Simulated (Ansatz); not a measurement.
Where the default PAW files enter, the runs use the earlier of Ansatz's two default sets.

Tunnelling through a barrier is set by its complex band structure: the current falls as exp(−2κd) with the smallest κ.

Consider the following.

```xyz
6
Lattice="6.0566 0.0000 0.0000 0.0000 13.7039 0.0000 3.0283 0.0000 1.7484" Properties=species:S:1:pos:R:3 pbc="T T T"
Te     4.0377     8.4609     0.0000
Te     5.0472     5.2430     1.7484
Te     5.0472     1.6089     1.7484
Te     4.0377    12.0949     0.0000
Mo     4.0377     3.4260     0.0000
Mo     5.0472    10.2779     1.7484
```

Space group of this cell: P6_3/mmc. The cell was relaxed by PBE-D3(BJ); by r2SCAN its mean pressure is 3.1 GPa.

Transport runs along the normal of the first two printed cell vectors, the (110) plane of the conventional cell.

The gap is the functional's own, uncorrected, and κ follows it; spin-orbit coupling is left out. Mid-gap values are interpolated between the computed energies.

Problem. State the band gap and the smallest decay constant κ at mid-gap according to r2SCAN in Ansatz (a quantum-chemistry and plane-wave program).

Solution. Gap 0.72 eV on a 18×4×18 mesh; κ = 0.164 1/Å, at the zone centre.
